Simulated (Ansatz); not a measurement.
## How far PBE and r2SCAN part for Ga2O3, pressure 30 GPa

Base system: Ga2O3 in the corundum structure (space group R-3c, No. 167; a = 5.058 Å, c = 13.624 Å (hexagonal axes)).

(Cell as relaxed with PBE.)

Levels (all Ansatz, a first-principles code, PAW, earlier PAW set): PBE (420 eV, spin-orbit coupling left out); r2SCAN (500 eV, spin-orbit coupling left out).

Each level relaxes its own structure.

```tsv
base	PBE	r2SCAN
volume per atom	10.06 Å³	9.64 Å³
lattice parameter a	5.058 Å	4.985 Å
band gap	2.41 eV	3.57 eV
```

Modification: cell and atoms relaxed at a pressure of 30 GPa.

```json
[
 {"quantity": "lattice parameter a", "PBE": "4.891 Å", "r2SCAN": "[?]"},
 {"quantity": "electron mass", "PBE": "0.27 mₑ (at Γ)", "r2SCAN": "[?]"},
 {"quantity": "shift of the gap caused by the change", "PBE": "+1.23 eV", "r2SCAN": "[?]"},
 {"quantity": "band gap", "PBE": "3.64 eV", "r2SCAN": "[?]"}
]
```

Problem. Predict the r2SCAN column.

Solution. 
- lattice parameter a, r2SCAN: 4.838 Å
- electron mass, r2SCAN: 0.31 mₑ along c, 0.29 mₑ across (at Γ)
- shift of the gap caused by the change, r2SCAN: +1.18 eV
- band gap, r2SCAN: 4.74 eV

PBE's lattice parameter a lies 0.053 Å above r2SCAN's (1.1 %); PBE's shift of the gap caused by the change lies 0.05 eV above r2SCAN's; PBE's band gap lies 1.10 eV below r2SCAN's. Neither level is exact; r2SCAN is the comparison here, not a measurement.

Load acts through the strain it causes; cell and atoms are relaxed under it. Masses are band curvatures over ±0.01 Å⁻¹ around the edge. Stability against distortions was not tested. Competing high-pressure phases were not computed.
